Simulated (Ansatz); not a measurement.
On SiC-3C (110, CSi face) the hole barrier is 0.81 eV under Ni (110) and 1.17 eV under TiN-rs (110).

Plane-wave PAW runs of Ansatz (a first-principles code) at PBE, 420 eV, without spin–orbit coupling and spin-polarised for magnetic metals alone: periodic stacks cut from bulk faces, the metal strained to the host, one local minimum each, barriers from the potential line-up.

Q: By thermionic emission alone, how do the saturation currents of the two p-type contacts compare at 300 K (kT = 25.85 meV)?

A: J0 = A* T² exp(−φ/kT) with one A* for the host, so the ratio is exp[(1.17 − 0.81) / 0.02585] = exp(13.9), about 10^6.0 in favour of Ni. An error of 0.1 eV in either barrier moves this by a factor of about 50, and tunnelling and image lowering are left out.
